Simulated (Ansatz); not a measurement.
The reference is WC (space group P-6m2, No. 187; a = 2.884 Å, c = 2.812 Å; relaxed with 0.1 eV smearing). Axes: x lies along a and z along c of the hexagonal cell.

All numbers come from LDA (Ansatz, a program for electronic structure; PAW; 420 eV plane waves; spin-orbit coupling left out).

Modification: a pure shear with ε_xz = ε_zx = 0.0114; the atoms relax in the strained cell.

### Question
Predict the stress tensor and what it implies for the stiffness.

### Answer
Stress of the strained cell less that of the base (GPa, compression positive):
```
    0.3     0.0    -7.5
    0.0     0.2     0.0
   -7.5     0.0     0.3
```

Then −Δσ/γ with γ = 2ε = 0.0228 gives relaxed-ion elastic constants: C55 ≈ 329 GPa.

As a check, the harmonic strain energy −½ V₀ Δσ:ε is 5.4 meV/atom; the computed energy rise is 5.4 meV/atom.

Stability against distortions was not tested. All final runs are without spin polarisation.
